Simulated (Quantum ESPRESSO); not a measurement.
Quantum ESPRESSO run on Cu (I4/mmm, 1 atom in the cell): self-consistent single point.

Method: LDA (PZ), PSlibrary PAW (LDA) pseudopotentials (plane waves; Quantum ESPRESSO 7.5).

```
Cu
1.0
    1.45508    -1.45508     1.36632
    1.45508     1.45508     1.36632
   -1.45508    -1.45508     1.36632
Cu
1
Direct
  0.00000   0.00000   0.00000
```

Reference input (self-consistent single point, DFT, LDA (PZ), plane waves, PSlibrary PAW (LDA) pseudopotentials): ecutwfc = 55 Ry; ecutrho = 330 Ry; occupations = smearing; smearing = gaussian; degauss = 0.0073499 Ry; potentials = {Cu: Cu.pz-dn-kjpaw_psl.1.0.0.UPF}; K_POINTS = automatic 14 14 14 0 0 0; conv_thr = 1e-10 Ry; mixing_beta = 0.7. This run's input differs from it in these lines:

```diff
@@ -19,3 +19,3 @@
    smearing = 'gaussian'
-   degauss = 0.0073499
+   degauss = 0.036749
 /
@@ -30,3 +30,3 @@
 K_POINTS automatic
-14 14 14  0 0 0
+23 23 23  0 0 0
```

Log, with long lists cut:

```
     file Cu.pz-dn-kjpaw_psl.1.0.0.UPF: wavefunction(s)  4S 3D renormalized
     G-vector sticks info
     --------------------
     sticks:   dense  smooth     PW     G-vecs:    dense   smooth      PW
     Sum         547     353    129                 7919     4281     919

     bravais-lattice index     =            7
     lattice parameter (alat)  =       5.4994  a.u.
   [... lines left out ...]
     1.0000   1.0000   1.0000   1.0000   1.0000   0.0000   0.0000   0.0000
     0.0000   0.0000

          k =-0.2609 0.1739 0.7408 (   535 PWs)   bands (ev):

     8.3826   8.7689   9.0252  10.3363  10.8875  16.2806  18.1656  20.5932
    32.1734  34.8090

     occupation numbers
     1.0000   1.0000   1.0000   1.0000   1.0000   0.0000   0.0000   0.0000
     0.0000   0.0000

          k =-0.3043 0.1739 0.7871 (   534 PWs)   bands (ev):

     8.3678   8.7957   8.9874  10.3749  10.8471  15.7079  18.8201  20.5537
    32.1566  35.8485

     occupation numbers
     1.0000   1.0000   1.0000   1.0000   1.0000   0.0000   0.0000   0.0000
     0.0000   0.0000

   [... 322 blocks of this kind left out ...]

     the Fermi energy is    12.5737 ev

!    total energy              =    -207.98105472 Ry
     estimated scf accuracy    <          5.3E-11 Ry
     smearing contrib. (-TS)   =      -0.00281918 Ry
     internal energy E=F+TS    =    -207.97823554 Ry

     The total energy is F=E-TS. E is the sum of the following terms:
     one-electron contribution =     -27.23401986 Ry
     hartree contribution      =      30.23992836 Ry
     xc contribution           =     -43.85236716 Ry
     ewald contribution        =     -81.76131762 Ry
     one-center paw contrib.   =     -85.37045926 Ry
      -> PAW hartree energy AE =      98.57246768 Ry
      -> PAW hartree energy PS =     -97.82569021 Ry
      -> PAW xc energy AE      =    -129.71493132 Ry
      -> PAW xc energy PS      =      43.59769459 Ry
      -> total E_H with PAW    =      30.98670583 Ry
      -> total E_XC with PAW   =    -129.96960389 Ry

     convergence has been achieved in   8 iterations

     Forces acting on atoms (cartesian axes, Ry/au):

     atom    1 type  1   force =     0.00000000    0.00000000    0.00000000

     Total force =     0.000000     Total SCF correction =     0.000000

          total   stress  (Ry/bohr**3)                   (kbar)     P=      -93.88
  -0.00063321  -0.00000000  -0.00000000          -93.15       -0.00       -0.00
  -0.00000000  -0.00063321   0.00000000           -0.00      -93.15        0.00
  -0.00000000   0.00000000  -0.00064808           -0.00        0.00      -95.34

   JOB DONE.
```

The run converged in 8 iterations. Against the reference run the free energy drops by 25.2 meV/atom and the pressure goes from -9.62 to -9.39 GPa.

The starting cell comes from a database of computed structures (which also holds hypothetical and non-ambient phases and stackings), without a prior relaxation at this level. Its lattice was rescaled by up to half a per cent. Spin polarisation is off. With a pressure of about -9 GPa the cell is away from its equilibrium volume at this level.

Cost on one core of a shared machine: roughly 2 min.
